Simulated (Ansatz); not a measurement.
The reference is Re in the hcp (Mg type) structure (space group P6_3/mmc, No. 194; a = 2.7764 Å, c = 4.4809 Å; relaxed with 0.1 eV smearing).

Method: PBE in Ansatz (plane waves to 420 eV, PAW, no SOC).

For the base:

The pressure comes out as 0.0 GPa and the band gap comes out as zero.

It is then changed as follows: an isotropic linear strain of −2.50 %, atoms relaxed at fixed cell.

### Question
Estimate the effect on the pressure.

### Answer
The pressure (mean of the normal stresses, compression positive) goes from zero to 32.7 GPa.

### Question
Predict the new energy relative to the base.

### Answer
The energy rises by 104 meV/atom.

### Question
How does this affect the band gap?

### Answer
The band gap is still zero.

Stability against distortions was not tested. All final runs are without spin polarisation.

Ansatz is an electronic-structure program.
